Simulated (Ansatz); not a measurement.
The reference is Li$_{2}$Se in the anti-fluorite structure (space group Fm-3m, No. 225; a = 5.945 Å).

Level of theory: Kohn–Sham DFT with the PBEsol functional, run in Ansatz (an electronic-structure program) with PAW and 420 eV plane waves, no SOC.

Before the change:

```
Quantity                        Result
-----------------------------  -------
Width of the top valence band  1.86 eV
Lattice parameter a            5.945 Å
```

One thing is altered: a negative pressure, −1 GPa.

Estimate the effect on the width of the top valence band, lattice parameter a and mean gap deformation potential ΔEg/Δln V.

The width of the top valence band falls by 0.08 eV to 1.78 eV; the lattice parameter a increases by 0.060 Å, from 5.945 Å to 6.005 Å; the mean gap deformation potential ΔEg/Δln V comes out as +0.9 eV.

Load acts through the strain it causes; cell and atoms are relaxed under it. Whether these cells are dynamically stable was not tested.
